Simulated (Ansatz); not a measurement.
Functionals compared on a constructed model of the (0001) surface of hcp Os, a pseudomorphic layer of Rh in the host's stacking (bottom of the slab: a bare face, its two planes held), in Ansatz (plane waves, PAW). The structure was relaxed with PBE; the other rows are single points on it. Cutoff 420 eV (500 eV for r2SCAN).

Model: 7-atom slab, 13.4 Å thick at the start, 16x16x1 mesh, Fermi-Dirac 0.1 eV, dipole correction, 2 atoms held, the rest relaxed; start symmetry kept, larger cells not searched; no spin, no spin-orbit, no U. It is one candidate, not shown to be the stable structure of the face. These notes are the PBE run's.

| functional | work function of the top face (eV) | rough cost of the single point |
|---|---|---|
| PBE | 4.97 | – |
| RPBE | 4.78 | about 26 core-seconds (a rough figure) |
| r2SCAN | … | roughly 60 core-seconds |

### Question
What belongs in the gaps?

### Answer

- r2SCAN, work function of the top face (eV): 4.94

Ansatz is a program for electronic structure.
